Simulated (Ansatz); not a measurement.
The starting structures come from a database of crystals and need not be the phases stable at ambient conditions.

 Where the default PAW files enter, the runs use the earlier of Ansatz's two default sets.

Inside the gap of an insulator the Bloch states are evanescent, with a wavenumber k + iκ along the transport direction.

```xyz
6
Lattice="4.3799 0.0000 0.0000 0.0000 6.8081 0.0000 0.0000 0.0000 6.8081" Properties=species:S:1:pos:R:3 pbc="T T T"
Ca     0.0000     0.0000     0.0000
Ca     2.1899     3.4041     3.4041
Br     2.1899     1.3461     5.4620
Br     2.1899     5.4620     1.3461
Br     0.0000     2.0580     2.0580
Br     0.0000     4.7502     4.7502
```

Space group of this cell: P4_2/mnm, rutile. The cell is taken as given.

Transport runs along the normal of the first two printed cell vectors, the (100) plane of the conventional cell.

The gap is the functional's own, uncorrected, and κ follows it; spin-orbit coupling is left out. Mid-gap values are interpolated between the computed energies.

Question: Give the band gap and the smallest decay constant κ at mid-gap that r2SCAN (Ansatz, a first-principles code) yields.

Answer: Gap 5.00 eV on a 8×6×6 mesh; κ = 0.352 1/Å, at the zone centre.
